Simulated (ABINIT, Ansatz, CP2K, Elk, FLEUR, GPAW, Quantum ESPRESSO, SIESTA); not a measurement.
## Code comparison for a sheet of PtS2 (3 atoms in the cell)

Self-consistent single point, at a second geometry (lattice scaled in the plane by 0.98). First geometry:

```
CELL_PARAMETERS angstrom
      3.35403     0.00000     0.00000
     -1.67701     2.90467     0.00000
      0.00000     0.00000    16.79262
ATOMIC_POSITIONS crystal
  Pt 0.00000 0.00000 0.50000
  S  0.33333 0.66667 0.58315
  S  0.66667 0.33333 0.41685
```

Shared settings, as Ansatz (a quantum-chemistry and plane-wave program) writes them: kpoints.mp_grid.grid = 11 11 1; scf.occupations.method = fermi_dirac; scf.occupations.width = 0.1 eV. Potentials and cutoffs stand in the table.

```csv
code,model,ΔF from the first geometry (meV/atom),largest force (eV/Å),gap on the mesh (eV),cutoff
GPAW,"PBE, GPAW PAW datasets PBE (gpaw-data 1.0.1)",68.5,0.166,–,600 eV
Ansatz,"PBE, PAW files",68.2,0.124,1.352,420 eV
SIESTA,"GGA PBE, numerical atomic orbitals DZP, PseudoDojo PBE standard norm-conserving potentials (rewritten from UPF to PSML)",79.9,0.607,1.243,grid 300 Ry
Elk,"PBE, all-electron FP-LAPW, Elk's shipped species files, default APW+lo basis",–,–,1.356,default
Quantum ESPRESSO,"PBE, SSSP 1.1.2 efficiency (PBE) pseudopotentials",67.3,0.110,1.350,40 Ry
FLEUR,"PBE, all-electron FLAPW (FLEUR, film geometry), scalar-relativistic valence",70.4,0.076,1.355,Kmax 4.1 1/bohr
ABINIT,"PBE, PAW (JTH v2.0 PBE PAW)",72.2,0.235,1.308,21 Ha
CP2K,"PBE, GPW, DZVP-MOLOPT-SR-GTH basis, GTH-PBE potentials (GTH_POTENTIALS)",69.4,0.173,1.412,grid 500 Ry
```

A dash marks a value that a program does not give, or that is left out as unsure.

No gap is tabulated for GPAW: it is not read from that output, or partly filled or unconverged empty levels leave it unsure.

Gaps are read on the mesh.

On Ansatz's run: spin-orbit coupling is off.

The spread over the programs that give each value: ΔF from the first geometry within 12.6 meV/atom; largest force within 0.531 eV/Å; gap on the mesh within 0.169 eV.

SIESTA and CP2K use small atom-centred bases, whose incompleteness enters pressures, forces and empty levels differently from a plane-wave cutoff. Elk and FLEUR treat all electrons, but the usual bases taken here (sphere radii, linearisation, local orbitals, empty states) were not tested for convergence, so the values are no reference for the others. In the force vectors, SIESTA (by 0.462) and ABINIT (by 0.090) lie more than 0.08 eV/Å from the median of the plane-wave programs.

The starting cell was generated: these elements placed on a structure prototype, without a prior relaxation; it need not be a known phase or ordering of this composition. Its lattice was rescaled in the plane by a random factor within 2.5 % of one. For this run, on top of that: lattice scaled in the plane by 0.98.

Keys are those of Ansatz 0.2.
